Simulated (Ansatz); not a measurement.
The reference is MgO in the rock salt structure (space group Fm-3m, No. 225).

```
MgO
1.0
    0.00000     2.10705     2.10705
    2.10705     0.00000     2.10705
    2.10705     2.10705     0.00000
Mg O
1 1
Direct
  0.00000   0.00000   0.00000
  0.50000   0.50000   0.50000
```

Cartesian axes are those of the cell as printed.

Method: Ansatz (a program for electronic structure), PBEsol, PAW, cutoff 420 eV, no spin-orbit coupling.

For the base:

Valence-band top at Γ: 0.00, 0.00, 0.00 eV

It is then changed as follows: biaxial strain −2.08 %, plane normal [111], relaxed out of plane (Cartesian); in-plane vectors clamped, the third vector and the atoms free.

Problem. What happens to the valence-band top at Γ?

Solution. The valence-band top at Γ (three highest levels, from the VBM) becomes 0.00, 0.00, -0.23 eV (base: 0.00, 0.00, 0.00 eV).

Problem. How does this affect the out-of-plane strain?

Solution. The out-of-plane strain is +0.73 %.

The levels and masses belong to the bands next to the band gap. No phonon test of stability was made.
